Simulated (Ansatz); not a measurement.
Partial pair distribution functions of a relaxed model of amorphous Si24O48Cu, broadened by 0.06 Å; density 2.27 g/cm³. All values below come from PBE, scalar-relativistic without spin-orbit coupling (plane waves to 420 eV, PAW; Ansatz, a program for electronic structure). In the spin-polarised cell the level spacing at the Fermi energy can part levels of unlike spin.

The cell was made by melting and quenching with the CHGNet potential and then relaxed with DFT. O atoms were pushed apart under 1.9 Å during the dynamics, to hinder bonds among them. The hot cell started wider than the set density and was brought back towards it in steps. It is the lowest in DFT energy of 2 quenches. It is a model cell: composition and starting density were chosen by hand, and all elements were melted together. No dispersion term was used. Its density started from a set value of 2.27 and ended at 2.27 g/cm³. The simulated quench (nominally 480 K/ps over its main leg) is rapid and tends to freeze in more defects than a deposited or slowly cooled glass has. One small periodic cell is one sample of the glass; other quenches scatter about these values. The volume was held where the preparation left it and the shape relaxed, at a PBE pressure of -1.1 GPa (tension). Stress components on the final sampling reach 1.3 GPa. Cycles of charging lowered its energy after that relaxation.

```tsv
r (Å)	g Si-O	g Si-Si	g O-O
1.40	0.01	0.00	0.00
1.50	1.52	0.00	0.00
1.60	14.26	0.00	0.00
1.70	10.64	0.00	0.00
1.80	0.67	0.00	0.00
1.90	0.00	0.00	0.00
2.00	0.00	0.00	0.00
2.10	0.00	0.00	0.00
2.20	0.00	0.00	0.00
2.30	0.00	0.00	0.00
2.40	0.00	0.00	0.19
2.50	0.00	0.00	1.74
2.60	0.00	0.01	5.07
2.70	0.01	0.33	5.21
2.80	0.08	1.94	2.55
2.90	0.20	3.05	0.92
3.00	0.32	3.46	0.40
3.10	0.61	3.34	0.42
3.20	0.82	2.87	0.73
3.30	0.84	0.85	0.64
3.40	0.75	0.06	0.61
3.50	0.93	0.09	0.60
3.60	1.22	0.13	0.42
3.70	1.40	0.08	0.62
3.80	1.48	0.22	0.52
3.90	1.47	0.38	0.53
4.00	1.38	0.41	0.60
4.10	1.74	0.70	0.69
4.20	1.88	0.93	0.62
4.30	1.67	0.86	0.77
4.40	1.09	0.98	1.00
4.50	0.73	1.32	0.96
4.60	0.77	1.27	0.94
4.70	0.67	1.04	1.29
4.80	0.51	0.69	1.69
4.90	0.58	0.91	1.26
5.00	0.65	1.20	1.35
5.10	0.74	1.13	1.44
```

Within 1.90 Å each Si has 4.00 O neighbours on average.
